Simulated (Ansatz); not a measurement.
A self-consistent single point of HfNb2VC4 (R3m, 8 atoms in the cell) with Ansatz (an electronic-structure program)

Method of the run: PBEsol, default PAW files made with PBE (plane waves; Ansatz).

This input was run:

Ansatz 0.2 input:
```yaml
# HfNb2VC4
crystal:
  lattice:
    - [1.586377, 0.915895, 10.318070]
    - [-1.586377, 0.915895, 10.318070]
    - [0.000000, -1.831790, 10.318070]
  atoms:
    - { symbol: Hf, position: [0.003010, 0.003010, 0.003010] }
    - { symbol: Nb, position: [0.497033, 0.497033, 0.497033] }
    - { symbol: Nb, position: [0.248680, 0.248680, 0.248680] }
    - { symbol: V, position: [0.751667, 0.751667, 0.751667] }
    - { symbol: C, position: [0.873177, 0.873177, 0.873177] }
    - { symbol: C, position: [0.624753, 0.624753, 0.624753] }
    - { symbol: C, position: [0.380283, 0.380283, 0.380283] }
    - { symbol: C, position: [0.121400, 0.121400, 0.121400] }
basis:
  ecutwfc: 420.0 eV
kpoints:
  mp_grid:
    grid: [10, 10, 10]
hamiltonian:
  xc: pbesol
  pseudopotentials:
    kind: paw
scf:
  occupations:
    method: cold
    width: 0.05 eV
output:
  forces: true
  eigenvalues: true
  stress: true
```

Output (repeated stretches shortened):

```
WARN ansatz: RAYON_NUM_THREADS=1 ignored (pool sized by the plan → 1); use --threads N
basis.fft_grid_basis auto: the FFT boxes are laid along the combinations [[1, 0, -1], [0, 1, -1], [0, 0, 1]] of the cell's own vectors, 3.173, 3.173 and 10.479 …
Pseudopotentials: kind: paw
Pseudopotential: Hf, paw, valence charge 26
Pseudopotential: Nb, paw, valence charge 13
Pseudopotential: V, paw, valence charge 13
Pseudopotential: C, paw, valence charge 4
Crystal: 8 atoms, lattice volume = 89.950 Å³
Basis set: ecut = 420 eV, 1781 PW (Γ), FFT grids on a1−a3, a2−a3, a3, exchange–correlation on 48×48×144 points (8 copies of the dense FFT grid, shifted against one another)
Bands: 49, of which v1, the nominal top of the filled ones, is band 41 counted from 1 (40 counted from 0)
Symmetry: 6 space group operations
Space group: R3m (ITA 160), of the structure as read, at distance tolerance 4.5e-5 Å
k-points: 116 of 1000 (time reversal used)
PAW frozen core: Hf, regenerated for the run's functional, and the local potential with it
PAW frozen core: Nb, regenerated for the run's functional, and the local potential with it
PAW frozen core: V, regenerated for the run's functional, and the local potential with it
PAW frozen core: C, regenerated for the run's functional, and the local potential with it
Initial density: superposition of atomic densities (neutral atoms: chi_scale 0, normalization atom), corrected by the library's trained network
Initial wavefunctions: pseudopotential atomic-orbital guess
Eigensolver: davidson
Functional: x = pbesol(κ = 0.804, μ = 0.12345679012345678), c = pbesol(β = 0.046)
SCF iter   1: F=—  HF=-28466.037316 eV  |F-HF|=—  |Δ(HF+E_count)|=         —  Δρ=7.96e-3  dr2=2.53e-1  ethr=1.77e-3  ⟨swp⟩=5.1  Hψ=18759  notcnv=0
all-band conjugate gradients solve this SCF's bands
preconditioner: auto → Kerker (q_TF=auto, 2.681 Å⁻¹)
SCF iter   2: F=—  HF=-28466.023706 eV  |F-HF|=—  |Δ(HF+E_count)|=   1.36e-2  S|Δr|=    0.00e0  Δρ=4.06e-3  dr2=1.08e-1  ethr=3.13e-4  ⟨swp⟩=2.0  Hψ=6984  notcnv=0  defer=43
SCF iter   3: F=—  HF=-28466.016889 eV  |F-HF|=—  |Δ(HF+E_count)|=   6.82e-3  S|Δr|=    0.00e0  Δρ=1.13e-3  dr2=1.19e-2  ethr=1.33e-4  ⟨swp⟩=2.0  Hψ=6145  notcnv=0  defer=106
SCF iter   4: F=—  HF=-28466.015411 eV  |F-HF|=—  |Δ(HF+E_count)|=   1.48e-3  S|Δr|=    0.00e0  Δρ=6.38e-4  dr2=2.93e-3  ethr=1.47e-5  ⟨swp⟩=2.0  Hψ=7321  notcnv=0  defer=106
SCF iter   5: F=—  HF=-28466.014995 eV  |F-HF|=—  |Δ(HF+E_count)|=   4.16e-4  S|Δr|=    0.00e0  Δρ=2.58e-4  dr2=1.19e-4  ethr=3.62e-6  ⟨swp⟩=2.0  Hψ=7969  notcnv=0  defer=106
SCF iter   6: F=—  HF=-28466.014977 eV  |F-HF|=—  |Δ(HF+E_count)|=   1.77e-5  S|Δr|=    0.00e0  Δρ=7.56e-5  dr2=7.38e-6  ethr=1.47e-7  ⟨swp⟩=2.0  Hψ=6785  notcnv=0  defer=106
SCF iter   7: F=—  HF=-28466.014981 eV  |F-HF|=—  |Δ(HF+E_count)|=   3.93e-6  S|Δr|=    0.00e0  Δρ=2.22e-5  dr2=5.31e-7  ethr=9.11e-9  ⟨swp⟩=2.0  Hψ=10268  notcnv=0  defer=334
SCF iter   8: F=-28466.014981 eV  HF=-28466.014981 eV  |F-HF|=1.02e-7  |Δ(HF+E_count)|=   3.25e-8  S|Δr|=    0.00e0  Δρ=7.07e-6  dr2=7.21e-8  ethr=1.23e-10  ⟨swp⟩=8.7  Hψ=23352  notcnv=0
SCF 1 converged in 8 iterations: F = -28466.014981 eV  dr2 = 7.21e-8
SCF converged after 8 iterations
Stability not checked (fill_not_monotonic)
Free energy (F): -28466.014981 eV
Harris-Foulkes:  -28466.014981 eV  (|F-HF|=1.02e-7)
Internal energy: -28466.013860 eV  (E = F + TS)
E sigma→0 (E₀):  -28466.014607 eV
Entropy (-TS):   -0.001121 eV (-0.140 meV/atom)
Fermi energy:    18.285944 eV
Step filling:    the computed levels leave a gap of 0.0026 eV = 0.1 smearing widths
--- Per-component energies (eV) ---
  E_band       = -128.325490
  E_kinetic    = 1897.176507
  E_local      = -9221.629057  (includes V_loc(G=0)·N_el)
  E_nonlocal   = -941.130196
  E_hartree    = 4124.651440
  E_xc         = -969.522415
  E_vxc        = -1096.692095  (∫ρ·V_xc dr)
  E_paw        = -14305.193803  (= ΣΔE_a)
  E_vpaw       = 984.640184  (= ΣTr[D̂ρ^β])
  E_aug_tail   = 0.000295  (compensation charges beyond the density's cutoff)
  E_ewald      = -9052.229222
  E_core_change = 1.862591  (= ΣΔE_core)
  E_smearing   = -0.001121  (= −TS)
  E_closure    = -0.000000  (closes the sum)
  Σ components = -28466.014981   (vs F -28466.014981, Δ=0.00e0)
--- Forces (eV/Å), atoms counted from 1 ---
  atom   1  Hf     0.00000000     0.00000000     0.02127737
  atom   2  Nb     0.00000000    -0.00000000    -0.04017554
  atom   3  Nb     0.00000000    -0.00000000     0.00663261
  atom   4  V      0.00000000     0.00000000     0.01613663
  atom   5  C      0.00000000    -0.00000000    -0.02541703
  atom   6  C      0.00000000    -0.00000000    -0.21497137
  atom   7  C      0.00000000     0.00000000    -0.00605497
  atom   8  C      0.00000000     0.00000000     0.24279414
  max |Σ_I F_I| component: 2.22e-4 eV/Å
--- Stress (GPa, compression-positive) ---
      -12.597342       0.000000       0.000000
        0.000000     -12.597342      -0.000000
        0.000000      -0.000000     -13.149460
  P = ⅓ Tr σ = -12.7814 GPa (-127.814 kbar)
  The stress holds the Pulay correction. Without it, at fixed plane waves, as pw.x and ABINIT print it: P = -13.0301 GPa
--- Band table (eV; the first three rows and the last of 116) ---
  k-point 0: bands = ["-46.4105", "-43.1764", "-37.2699", "-37.1880", "-20.3342", "-20.2921", "-20.2921", "-13.6326", "-13.2531", "-13.1041", "-13.1041", "-13.0360", "-13.0360", "-12.0540", "-11.6259", "-11.6259", "5.0832", "6.4378", "6.5010", [...]
  k-point 1: bands = ["-46.4089", "-43.1722", "-37.2629", "-37.1821", "-20.3316", "-20.3070", "-20.2956", "-13.6153", "-13.2604", "-13.1550", "-13.1198", "-13.0932", "-13.0472", "-12.0418", "-11.6981", "-11.6417", "5.2956", "6.4887", "6.6646", [...]
  k-point 2: bands = ["-46.4048", "-43.1612", "-37.2446", "-37.1666", "-20.3460", "-20.3248", "-20.3047", "-13.5723", "-13.3532", "-13.2531", "-13.1961", "-13.1600", "-13.0768", "-12.0106", "-11.8820", "-11.6827", "5.8810", "6.6411", "6.7971", [...]
  k-point 115: bands = ["-46.4104", "-43.1764", "-37.2699", "-37.1880", "-20.3341", "-20.2921", "-20.2921", "-13.6335", "-13.2518", "-13.1041", "-13.1041", "-13.0360", "-13.0360", "-12.0544", "-11.6259", "-11.6259", "5.3935", "5.5420", "6.7719", [...]
```

The run converged in 8 iterations.

The starting cell comes from a database of computed structures (which also holds hypothetical and non-ambient phases and stackings), without a prior relaxation at this level. Its lattice was rescaled by a random factor within 2.5 % of one. Spin-orbit coupling is off. Spin polarisation is off. With a pressure of about -13 GPa the cell is away from its equilibrium volume at this level. Ansatz's pressure includes its estimate of the finite-basis (Pulay) stress.

Cost on one core of a shared machine: roughly 30 s.
